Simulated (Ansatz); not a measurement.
Reference: V3Re (Fm-3m), PBEsol, DFPT electron-phonon coupling, linearised Boltzmann equation (plane waves, PAW, scalar-relativistic; Ansatz, a program for electronic structure); geometry: relaxed with this functional, without spin-orbit coupling.

Space group Fm-3m (No. 225); a = b = c = 5.955 Å, α = β = γ = 90.00°

```json
[
 {"atom": "V", "site": "8c", "symmetry": "-43m", "x": "0.2500", "y": "0.2500", "z": "0.2500"},
 {"atom": "V", "site": "4a", "symmetry": "m-3m", "x": "0.0000", "y": "0.0000", "z": "0.0000"},
 {"atom": "Re", "site": "4b", "symmetry": "m-3m", "x": "0.5000", "y": "0.5000", "z": "0.5000"}
]
```
(The calculation used a cell of 4 atoms; values per cell refer to that cell.)

resistivity at 300 K: 8.2 μΩ·cm
mean free path at 300 K: 7.9 nm
electron-phonon coupling λ: 0.42
logarithmic mean phonon energy: 21 meV

Problem. Replace V by Ta on the same sites and relax. What happens?

Solution. Ta3Re (Fm-3m): volume per atom 13.2 to 16.6 Å³; resistivity at 300 K falls (8.2 μΩ·cm to 7.0 μΩ·cm); mean free path at 300 K rises (7.9 nm to 10.3 nm); electron-phonon coupling λ falls (0.42 to 0.36); logarithmic mean phonon energy falls (21 meV to 15.2 meV).

Problem. Replace Re by Mo on the same sites and relax. What happens?

Solution. V₃Mo (Fm-3m): volume per atom 13.2 to 13.5 Å³; resistivity at 300 K rises (8.2 μΩ·cm to 14.1 μΩ·cm); mean free path at 300 K falls (7.9 nm to 3.4 nm); electron-phonon coupling λ rises (0.42 to 0.85); logarithmic mean phonon energy falls (21 meV to 18.3 meV).

Problem. Swap Re for Os, keeping the structure type. How do these values move?

Solution. V3Os (Fm-3m): volume per atom 13.2 to 13.0 Å³; resistivity at 300 K falls (8.2 μΩ·cm to 6.2 μΩ·cm); mean free path at 300 K rises (7.9 nm to 15.7 nm); electron-phonon coupling λ falls (0.42 to 0.198); logarithmic mean phonon energy rises (21 meV to 27 meV).

Moves up to 8 % count as about the same. Metals; harmonic phonons alone scatter; means over directions. The mean free path is weighted by the current that each state carries. Halving the electron mesh moves these values by up to 5 %; q meshes are mostly untested. Some of the runs warned that the eigensolver left states short of its tolerance. Spin-orbit coupling is left out.

Computed structure with no diffraction record at hand here (it may be known, metastable or hypothetical): Ta3Re (Fm-3m), V3Mo (Fm-3m), V3Os (Fm-3m), V3Re (Fm-3m). Treated as nonmagnetic (a ferromagnetic start lost its moment, other orders weren't tried): V3Mo (Fm-3m), V3Os (Fm-3m), V3Re (Fm-3m). The missing spin-orbit coupling matters most for Ta3Re (Fm-3m), V3Os (Fm-3m), V3Re (Fm-3m).
